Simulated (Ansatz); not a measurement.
## Effect of pressure 4.5 GPa on AgCl

The parent structure is AgCl in the rock salt structure (space group Fm-3m, No. 225; a = 5.6115 Å).

The change: cell and atoms relaxed at a pressure of 4.5 GPa.

All numbers come from PBE, PAW, 420 eV (Ansatz, a quantum-chemistry and plane-wave program; spin-orbit coupling left out). Settings: 10×10×10 k-points, 0.05 eV Fermi–Dirac smearing.

| quantity | base | changed | shift |
|---|---|---|---|
| volume per atom | 22.09 Å³ | 20.27 Å³ | -1.814 Å³ |
| density | 5.39 g/cm³ | 5.87 g/cm³ | +0.48 g/cm³ |
| lattice parameter a | 5.611 Å | 5.453 Å | -0.158 Å |
| shortest interatomic distance | 2.806 Å | 2.727 Å | -0.079 Å |
| enthalpy H = E + PV relative to the base's energy | – | +0.59 eV/atom | – |
| band gap | 0.92 eV | 0.90 eV | -0.02 eV |
| gap character | indirect, L → Γ | indirect, L → Γ | – |
| mean gap deformation potential ΔEg/Δln V | – | +0.2 eV | – |
| width of the top valence band | 2.17 eV | 2.53 eV | +0.36 eV |
| electron mass | 0.27 mₑ (at Γ) | 0.26 mₑ (at Γ) | – |
| valley order (the lowest conduction-band minima on the path, energy above the VBM, named in the base's zone) | Γ 0.92 eV; X along ⟨100⟩ 2.43 eV | Γ 0.90 eV; X along ⟨100⟩ 2.29 eV | – |

Load acts through the strain it causes; cell and atoms are relaxed under it. Masses are band curvatures over ±0.01 Å⁻¹ around the edge. No phonon test of stability was made.
